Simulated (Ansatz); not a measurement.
Ansatz (an electronic-structure program) run on ScAg4 (I4/m, 5 atoms in the cell): self-consistent single point.

Computed with LDA (PW92), PAW files made with PBE (plane waves; Ansatz).

```xyz
5
Lattice="-3.3006 3.3006 2.0416 3.3006 -3.3006 2.0416 3.3006 3.3006 -2.0416" Properties=species:S:1:pos:R:3 pbc="T T T"
Sc     0.0000     0.0000     0.0000
Ag     3.9583     1.3177     0.0000
Ag    -0.6577     1.9829     2.0416
Ag     1.9829     0.6577     2.0416
Ag     1.3177     2.6429     0.0000
```

Reference input (self-consistent single point, DFT, LDA (PW92), plane waves, PAW files made with PBE): kpoints.mp_grid.grid = 6 6 6; hamiltonian.xc = lda; hamiltonian.pseudopotentials = {kind: paw} (the program's default PAW files); scf.occupations.method = fermi_dirac; scf.occupations.width = 0.1 eV. This run's input differs from it in these lines:

Ansatz 0.2 input:
```diff
@@ -13,3 +13,3 @@
   mp_grid:
-    grid: [6, 6, 6]
+    grid: [5, 5, 5]
 hamiltonian:
```

Output (repeated stretches shortened):

```
SCF iter   1: F=—  HF=-31929.230492 eV  |F-HF|=—  |Δ(HF+E_count)|=         —  Δρ=1.75e-1  dr2=4.71e1  ethr=3.10e-3  ⟨swp⟩=4.9  Hψ=3222  notcnv=0
all-band conjugate gradients solve this SCF's bands
preconditioner: auto → Kerker (q_TF=auto, 2.718 Å⁻¹)
SCF iter   2: F=—  HF=-31925.008234 eV  |F-HF|=—  |Δ(HF+E_count)|=    4.22e0  Δρ=8.47e-2  dr2=1.38e1  ethr=3.10e-3  ⟨swp⟩=2.1  Hψ=1951  notcnv=0  defer=11
   [... lines left out ...]
SCF iter   6: F=—  HF=-31922.968844 eV  |F-HF|=—  |Δ(HF+E_count)|=   2.20e-4  Δρ=3.19e-4  dr2=1.44e-4  ethr=2.39e-6  ⟨swp⟩=2.0  Hψ=1617  notcnv=0  defer=9
SCF iter   7: F=—  HF=-31922.968818 eV  |F-HF|=—  |Δ(HF+E_count)|=   2.64e-5  Δρ=1.15e-4  dr2=2.27e-5  ethr=1.66e-7  ⟨swp⟩=1.7  Hψ=1169  notcnv=0  defer=9
SCF iter   8: F=—  HF=-31922.968813 eV  |F-HF|=—  |Δ(HF+E_count)|=   4.70e-6  Δρ=2.09e-5  dr2=5.85e-7  ethr=2.61e-8  ⟨swp⟩=1.9  Hψ=1162  notcnv=0  defer=9
SCF iter   9: F=-31922.968813 eV  HF=-31922.968813 eV  |F-HF|=1.94e-8  |Δ(HF+E_count)|=   1.15e-7  Δρ=4.13e-6  dr2=2.84e-8  ethr=1.15e-10  ⟨swp⟩=7.7  Hψ=4272  notcnv=0
SCF 1 converged in 9 iterations: F = -31922.968813 eV  dr2 = 2.84e-8
Free energy (F): -31922.968813 eV
Internal energy: -31922.913748 eV  (E = F + TS)
E sigma→0 (E₀):  -31922.941280 eV
Entropy (-TS):   -0.055065 eV (-11.013 meV/atom)
Fermi energy:    15.642514 eV
--- Forces (eV/Å), atoms counted from 1 ---
  atom   1  Sc    -0.00000000    -0.00000000     0.00000000
  atom   2  Ag    -0.00187205    -0.00310799     0.00000000
  atom   3  Ag     0.00187205     0.00310799     0.00000000
  atom   4  Ag     0.00310799    -0.00187205    -0.00000000
  atom   5  Ag    -0.00310799     0.00187205     0.00000000
--- Stress (GPa, compression-positive) ---
       -8.078707      -0.000000       0.000000
        0.000000      -8.078707       0.000000
        0.000000      -0.000000      -7.392232
  P = ⅓ Tr σ = -7.8499 GPa (-78.499 kbar)
  The stress holds the Pulay correction. Without it, at fixed plane waves, as pw.x and ABINIT print it: P = -7.8889 GPa
```

The run converged in 9 iterations. Against the reference run the free energy falls by 1.7 meV/atom, the pressure goes from -7.74 to -7.85 GPa and the largest force stays at 0.004 eV/Å.

The starting cell comes from a database of computed structures (which also holds hypothetical and non-ambient phases and stackings), without a prior relaxation at this level. With a pressure of about -8 GPa the cell is away from its equilibrium volume at this level. Ansatz's pressure includes its estimate of the finite-basis (Pulay) stress.
